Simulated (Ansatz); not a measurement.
# SiC in the zinc blende structure (space group F-43m, No. 216)

```cif
data_C4Si4
_chemical_formula_sum 'C4 Si4'
_space_group_name_H-M_alt 'F-43m'
_space_group_IT_number 216
_space_group_name_Hall 'F -4 2 3'
_cell_length_a 4.35679
_cell_length_b 4.35679
_cell_length_c 4.35679
_cell_angle_alpha 90.000
_cell_angle_beta 90.000
_cell_angle_gamma 90.000
loop_
_atom_site_label
_atom_site_type_symbol
_atom_site_symmetry_multiplicity
_atom_site_Wyckoff_symbol
_atom_site_fract_x
_atom_site_fract_y
_atom_site_fract_z
_atom_site_occupancy
C1 C 4 c 0.25000 0.25000 0.25000 1
Si1 Si 4 a 0.00000 0.00000 0.00000 1
```
(The calculation used a cell of 2 atoms; values per cell refer to that cell.)

Calculations: PBEsol, PAW, 420 eV (Ansatz, a first-principles code; no SOC). k-mesh 13×13×13 (Γ-centred); smearing 0.05 eV (Fermi–Dirac).

The volume per atom is 10.34 Å³. The density comes out as 3.22 g/cm³ and the band gap is 1.24 eV, indirect, Γ → X. The electron mass comes out as 0.62 mₑ along k, 0.22 mₑ across and the hole mass (degenerate bands, along [100]) comes out as 0.37, 0.59, 0.59 mₑ. The lowest conduction-band minima above the VBM comes out as X along ⟨100⟩ 1.24 eV and the total energy comes out as -434.353 eV/atom (σ→0; compares only within this code and set-up).

Effective masses come from finite differences of ±0.01 Å⁻¹. Along k means along the line from Γ to the band edge. Whether these cells are dynamically stable was not tested.
